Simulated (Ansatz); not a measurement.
Consider Mn₅Ge₃ (space group P6_3/mcm, No. 193; ferromagnetic; a cell from a computed database, its experimental status unchecked).

```yaml
crystal:
  lattice:
    - [7.01237, 0.00000, 0.00000]
    - [-3.50619, 6.07289, 0.00000]
    - [0.00000, 0.00000, 4.87435]
  atoms:
    - { symbol: Mn, position: [0.24504, 0.24504, 0.75000] }
    - { symbol: Mn, position: [0.75496, 0.75496, 0.25000] }
    - { symbol: Mn, position: [0.00000, 0.24504, 0.25000] }
    - { symbol: Mn, position: [0.00000, 0.75496, 0.75000] }
    - { symbol: Mn, position: [0.75496, 0.00000, 0.75000] }
    - { symbol: Mn, position: [0.24504, 0.00000, 0.25000] }
    - { symbol: Mn, position: [0.33333, 0.66667, 0.00000] }
    - { symbol: Mn, position: [0.66667, 0.33333, 0.00000] }
    - { symbol: Mn, position: [0.66667, 0.33333, 0.50000] }
    - { symbol: Mn, position: [0.33333, 0.66667, 0.50000] }
    - { symbol: Ge, position: [0.60633, 0.00000, 0.25000] }
    - { symbol: Ge, position: [0.39367, 0.00000, 0.75000] }
    - { symbol: Ge, position: [0.60633, 0.60633, 0.75000] }
    - { symbol: Ge, position: [0.39367, 0.39367, 0.25000] }
    - { symbol: Ge, position: [0.00000, 0.60633, 0.25000] }
    - { symbol: Ge, position: [0.00000, 0.39367, 0.75000] }
```

Level of theory: PBEsol (Ansatz, a quantum-chemistry and plane-wave program; PAW; 420 eV plane waves; spin-orbit coupling left out).

One change was made to it. Results:

```
quantity                base    after
-------------------  -------  -------
lattice parameter a  7.012 Å  6.969 Å
largest site moment  2.83 μB  2.78 μB
band gap                zero     zero
```

### Question
What was done to the base?
A. pressure 3 GPa
B. pressure 0.7 GPa
C. pressure 1.5 GPa
D. pressure 7.5 GPa

### Answer
A, pressure 3 GPa. For comparison, the lattice parameter a in the other runs: pressure 1.5 GPa gives 6.990 Å; pressure 7.5 GPa gives 6.911 Å; pressure 0.7 GPa gives 7.002 Å.

Other magnetic orders, which the real material may have, were not ruled out. Load acts through the strain it causes; cell and atoms are relaxed under it. Stability against distortions was not tested. No other phases were tried under pressure.
